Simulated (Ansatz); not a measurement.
N on the O site (N_O) in bixbyite In2O3: one set of geometries, relaxed with PBE, evaluated in Ansatz (PAW, plane waves to 420 eV, 500 eV under r2SCAN) with PBE, r2SCAN.

Details: 80-site cell; 2×2×2 Γ-centred k-points; start: the O site; charged states image-corrected; no spin–orbit coupling; finite-size errors of tenths of an eV; flagged in the runs: a host whose relaxation on this sampling wasn't shown to rest, host ions not shown at rest.

```json
[
 {"quantity": "host gap (eV)", "PBE": "0.94", "r2SCAN": "1.44"},
 {"quantity": "ε(+1/0) above the VBM (eV)", "PBE": "0.26", "r2SCAN": "0.41"},
 {"quantity": "largest moment on one atom at charge +1 (μB)", "PBE": "1.01", "r2SCAN": "1.14"},
 {"quantity": "neutral formation energy against N2 molecule in a box, O2 molecule in a box (eV)", "PBE": "4.89", "r2SCAN": "4.92"},
 {"quantity": "largest moment on one atom at charge 0 (μB)", "PBE": "0.56", "r2SCAN": "0.64"}
]
```

PBE narrows the gap by 0.50 eV against r2SCAN, the highest level run, and puts the level shown 0.15 eV lower above the valence-band maximum (from the rounded values).

Ansatz is a quantum-chemistry and plane-wave program.
